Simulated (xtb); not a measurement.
xtb 6.7.1, GFN2-xTB: Mo(OMe)2(SiH3)4 (C[O][Mo]([SiH3])([SiH3])([SiH3])([SiH3])[O]C), 27 atoms. The geometry is a generated start, not checked to be a minimum at this level.

```
Item                                                                                                            Value
------------------------  -------------------------------------------------------------------------------------------
method                                                                                                       GFN2-xTB
--acc                                                                                                     1 (default)
--etemp (K)                                                                                             300 (default)
detailed input (--input)  none: ANC optimiser, Lindh (1995) Hessian, microcycle=20, maxdispl=1.0, hlow=0.01 (default)
basis functions                                                                                                    84
valence electrons                                                                                                  60
```

```xyz
27

Mo     0.2667    -0.1180    -0.0624
O      1.7001     0.5377     0.7458
C      2.5561     1.1694     1.6092
H      2.5927     0.6161     2.5624
H      3.5703     1.2156     1.1846
H      2.1993     2.1929     1.8102
O      0.5485    -1.3632    -1.2959
C      0.4207    -2.2196    -2.3597
H     -0.3155    -3.0016    -2.1213
H      0.0640    -1.6647    -3.2414
H      1.3837    -2.6916    -2.5987
Si    -0.0288     1.5790    -1.9242
H     -1.1981     2.4574    -2.0526
H      0.1189     1.0321    -3.3094
H      1.1269     2.5339    -1.9189
Si    -0.7521     1.8325     1.3578
H     -0.6998     1.8499     2.8565
H     -2.1629     2.2253     1.1532
H     -0.1018     3.1828     1.1636
Si    -2.1359    -0.8981    -0.7118
H     -3.3207    -0.4408     0.0472
H     -2.3721    -2.3901    -0.6294
H     -2.6615    -0.7313    -2.1092
Si    -0.1914    -1.4245     2.0610
H      0.1417    -2.8757     1.8488
H     -1.4956    -1.4702     2.7392
H      0.7464    -1.1351     3.1953
```

Charge 0 and multiplicity 1 are set for this test and not shown to be the ground state.

The structure is relaxed from this start with --opt LEVEL for the levels crude, sloppy, loose, lax, normal, tight, vtight, extreme, once each. Up to the end of the extreme run atoms move by at most 0.34 Å along an axis.

Problem. Choose the cheapest level whose final energy lies within 1 meV of that of extreme.

Solution. normal: 29 cycles against 61, ending 0.24 meV above.

| level | cycles | energy above the extreme run (meV) | gradient norm (eV/Å) |
|---|---|---|---|
| crude | 1 | 5.1 | 0.17 |
| sloppy | 1 | 5.1 | 0.17 |
| loose | 1 | 5.1 | 0.17 |
| lax | 2 | 4.8 | 0.11 |
| normal | 29 | 0.24 | 0.034 |
| tight | 29 | 0.24 | 0.034 |
| vtight | 43 | 0.018 | 0.026 |
| extreme | 61 | — | 0.026 |
